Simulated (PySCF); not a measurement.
PySCF 2.14.0, PBE/def2-svp, df: Mo(O)(NH)(Cl)2 ([NH]=[Mo](=[O])([Cl])[Cl]), 6 atoms. The geometry is a generated start, not checked to be a minimum at this level.

```json
{
 "task": "energy",
 "method": "pbe",
 "basis": "def2-svp",
 "two_electron_scheme": "density fitting",
 "mol.max_memory": "3000 MB",
 "mf.max_cycle": "100",
 "mf.conv_tol": "1e-09 (default)",
 "mf.grids.level": "3 (default)",
 "effective_core_potentials": "those of the basis set, past Kr",
 "basis_functions": "100",
 "grid_points": "97992"
}
```

```xyz
6

Mo     0.1541     0.2291     0.3014
O      1.7495     0.3386     0.6747
N     -0.2190    -0.8185    -1.0242
H     -0.1969    -1.4620    -1.8041
Cl    -0.5739     2.2050    -0.1855
Cl    -0.9138    -0.4921     2.0377
```

Charge 0 and multiplicity 1 are set for this test and not shown to be the ground state.

With the defaults (mf.DIIS = CDIIS, mf.diis_space = 8, mf.diis = true, mf.init_guess = minao, mf.damp = 0, mf.diis_start_cycle = 1, newton = off, mf.level_shift = 0) it converges in 17 Fock builds. One run each on 2 threads, 1 BLAS thread, with these changes:
- newton = Hessian by the SCF's own integrals
- mf.diis_space = 5
- mf.damp = 0.3, mf.diis_start_cycle = 4
- mf.diis = false
- mf.DIIS = EDIIS
- mf.diis_space = 12
- mf.level_shift = 1 Hartree
- mf.init_guess = atom
- mf.diis_space = 3

Q: Which runs fail or end elsewhere than the default run?

A: No convergence: mf.DIIS = EDIIS; mf.diis_space = 3; mf.diis = false (the run ends without SCF convergence in 100 cycles). The rest reach the solution of the defaults.

```
setting                                      Fock builds             end
-------------------------------------------  -----------  --------------
mf.diis_space = 12                                    16   same solution
the defaults                                          17   same solution
mf.init_guess = atom                                  17   same solution
mf.diis_space = 5                                     18   same solution
mf.damp = 0.3, mf.diis_start_cycle = 4                22   same solution
newton = Hessian by the SCF's own integrals           46   same solution
mf.level_shift = 1 Hartree                            51   same solution
mf.DIIS = EDIIS                                      101  no convergence
mf.diis_space = 3                                    101  no convergence
mf.diis = false                                      101  no convergence
```

Under newton the count holds the products with the orbital Hessian.
